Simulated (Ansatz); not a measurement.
For NbSi₂ (model structure, started from the AlB2 type, P6/mmm, No. 191, 3 atoms in the cell), PBE (Ansatz, an electronic-structure program, PAW) gives:

| Quantity | Value |
|---|---|
| lattice parameter a | 4.403 Å |
| lattice parameter c | 2.654 Å |
| formation enthalpy | -0.086 eV/atom |

### Question
What does PBE-D3(BJ) (Ansatz, PAW) give for the same quantities?

### Answer

- lattice constant a: 4.339 Å (falls by 1.5 %)
- lattice parameter c: 2.625 Å (drops by 1.1 %)
- formation enthalpy: -0.201 eV/atom (moves by -0.115 eV/atom)

Changes are worked out from the printed values.

Unless a cell is named, each level is at its own relaxed cell (PBE 14.85, PBE-D3(BJ) 14.26 Å³/atom).

Ansatz's density-functional and Hartree–Fock values are scalar-relativistic unless marked +SOC, with PAW data made under PBE.

A model structure was made by putting elements into a prototype or built by hand; it is no filed structure, need not be a known phase, and can be a saddle point held by its symmetry.
